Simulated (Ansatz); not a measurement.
Consider SnSe2 in the CdI2 type structure (space group P-3m1, No. 164; a = 3.826 Å, c = 6.231 Å; layered, stacked along the Cartesian z axis).

It is then changed as follows: an isotropic linear strain of +5.32 %; the atoms relax in the strained cell.

Levels (all Ansatz, a quantum-chemistry and plane-wave program, PAW): r2SCAN+rVV10 (500 eV, without spin-orbit coupling); HSE06+SOC (420 eV, spin-orbit coupling included).

The geometry is relaxed with r2SCAN+rVV10.

- r2SCAN+rVV10 valence-band top at Γ = 0.00, -0.50, -0.50 eV
- r2SCAN+rVV10 band gap = 0.80 eV

**Question.** What does HSE06+SOC give at this geometry for the valence-band top at Γ and band gap?

**Answer.** The valence-band top at Γ (three highest Kramers pairs, from the VBM) becomes 0.00, -0.32, -0.63 eV (r2SCAN+rVV10: 0.00, -0.50, -0.50 eV); the band gap rises by 0.37 eV (0.80 eV → 1.17 eV).

Single points use the geometry relaxed with r2SCAN+rVV10. Differences between runs with and without spin-orbit coupling are approximate. No phonon test of stability was made.
